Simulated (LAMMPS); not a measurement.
Molecular dynamics of a symmetric tilt boundary about [1-10] in Ni3Al (L1_2), boundary plane (332).

Computed with classical MD, pair style eam/alloy, file NiAlH_jea.eam.alloy, run in LAMMPS.

Σ11, energy 1.06 J/m² at 0 K; heated in steps, 60 ps sampled at each, free outer surfaces; steps at which the grains lost their order are left out.

```json
[
 {"T (K)": "825", "disordered width (Å)": "0.1", "disordered share in the grains": "0.00"},
 {"T (K)": "1155", "disordered width (Å)": "0.7", "disordered share in the grains": "0.00"},
 {"T (K)": "1320", "disordered width (Å)": "1.2", "disordered share in the grains": "0.00"},
 {"T (K)": "1485", "disordered width (Å)": "[?]", "disordered share in the grains": "0.00"},
 {"T (K)": "1600", "disordered width (Å)": "[?]", "disordered share in the grains": "0.01"}
]
```

### Question
Complete the blanks.

### Answer

- 1600, disordered width (Å): 8.0
- 1485, disordered width (Å): 2.2
